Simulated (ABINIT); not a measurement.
Band structure of ScAl3 (Pm-3m, 4 atoms in the cell).

```xyz
4
Lattice="3.9979 0.0000 0.0000 0.0000 3.9979 0.0000 0.0000 0.0000 3.9979" Properties=species:S:1:pos:R:3 pbc="T T T"
Sc     0.0000     0.0000     0.0000
Al     1.9989     0.0000     1.9989
Al     0.0000     1.9989     1.9989
Al     1.9989     1.9989     0.0000
```

Method: PBE, PAW (JTH v2.0 PBE PAW) (plane waves; ABINIT).

Settings: pseudos = [Sc.GGA_PBE-JTH.xml, Al.GGA_PBE-JTH.xml]; ecut = 30 Ha; pawecutdg = 60 Ha; pawxcdev = 0; occopt = 3; tsmear = 0.00367493 Ha; ngkpt = 7 7 7; nshiftk = 1; shiftk = 0 0 0; potentials = JTH v2.0 PBE PAW; kptopt = 1; nstep = 100; tolvrs1 = 1e-12.

The starting cell comes from a database of computed structures (which also holds hypothetical and non-ambient phases and stackings), without a prior relaxation at this level. Its lattice was rescaled by a random factor within 2.5 % of one.

Levels in eV from the Fermi level, bands 7 to 14:
```tsv
point	7	8	9	10	11	12	13	14
Γ	-2.64	-1.78	-1.78	-1.78	1.32	1.40	1.40	1.40
X	-1.76	-1.76	-1.56	1.16	1.16	1.31	1.43	1.78
M	-5.67	-4.46	-0.52	-0.52	1.28	1.52	2.29	2.74
R	-4.84	-4.65	-2.96	-2.96	-2.96	1.19	2.85	2.85
```

Bands cross the Fermi level along this path, so the cell is metallic at this level.
